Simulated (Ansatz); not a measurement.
We consider fluorite PtAl2, described by LDA in Ansatz (PAW).

Run with plane-wave cutoff 520 eV, 20×20×20 k mesh, Fermi–Dirac smearing 0.093 eV (set by the program), scalar-relativistic PAW data made under PBE.

Computed at the level's own relaxed cell.

```
CELL_PARAMETERS angstrom
      0.00000     2.92663     2.92663
      2.92663     0.00000     2.92663
      2.92663     2.92663     0.00000
ATOMIC_POSITIONS crystal
  Al 0.25000 0.25000 0.25000
  Al 0.75000 0.75000 0.75000
  Pt 0.00000 0.00000 0.00000
```

Question: Give the elastic tensor (Voigt notation, GPa, ions relaxed, in the Cartesian axes of the cell as printed).

Answer: 
```
  194.1   121.2   121.2     0.0     0.0     0.0
  121.2   194.1   121.2     0.0     0.0     0.0
  121.2   121.2   194.1     0.0     0.0     0.0
    0.0     0.0     0.0    48.7     0.0     0.0
    0.0     0.0     0.0     0.0    48.7     0.0
    0.0     0.0     0.0     0.0     0.0    48.7
```

Spin–orbit coupling is not included.

The computed numbers hold no vibrational or temperature effects.

Ansatz is an electronic-structure program.
